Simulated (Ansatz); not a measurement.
Relaxation of the outer planes of the (110) surface of zinc-blende ZnS in its 1x1 cell (cut with top plane S + Zn, bottom plane S + Zn), outermost plane spacing 1.92 Å in the ideal cut.

These are PBE (plane waves to 420 eV, PAW; Ansatz, a program for electronic structure) values and carry that method's errors.

Slab: 14 atoms, S7Zn7, 11.5 Å thick at the start; k 7x5x1, smearing 0.025 eV, dipole-corrected; all atoms relaxed; start symmetry kept, larger cells not searched; no spin, no spin-orbit, no U.

| plane | atoms | bulk spacing to the next (Å) | relaxed spacing (Å) | change (%) | rumpling (Å) |
|---|---|---|---|---|---|
| 1 | S + Zn | 1.925 | [?] | [?] | [?] |
| 2 | S + Zn | 1.925 | 1.965 | 2.1 | 0.11 (Zn outermost) |

Task: Fill in the missing entries.

Result: 
- 1, relaxed spacing (Å): 1.736
- 1, change (%): -9.8
- 1, rumpling (Å): 0.56 (S outermost)
